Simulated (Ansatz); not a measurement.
A 32-atom cell of (Ge,Sn) started in the diamond structure, site fractions Ge 0.500, Sn 0.500, short-range order -0.75 among the nearest mixed sites of the first mixed sublattice (0 is random, a negative value favours unlike neighbours), space group Cm at the end. The mixed sublattice has 32 sites.

The mixing enthalpy is taken against the end members in the diamond type, relaxed in the same cell and mesh.

The numbers are results of PBE (plane waves to 420 eV, PAW; Ansatz, an electronic-structure program), not measurements. No spin–orbit coupling. Its k-point mesh 3×3×3, Fermi–Dirac width 0.01 eV.

| cell | energy at zero smearing (eV) |
|---|---|
| Ge | -137439.454 |
| Sn | -192774.776 |
| SnGe | -165106.043 |

**Question.** Work out the mixing enthalpy per mixed site and the interaction parameter Ω of a regular solution.

**Answer.** With x = 16/32 of the second end member, ΔH = [-165106.043 − 16/32 × (-137439.454) − 16/32 × (-192774.776)] / 32 = 33.5 meV against the separate end members. Ω = ΔH / x(1 − x) = 134 meV.
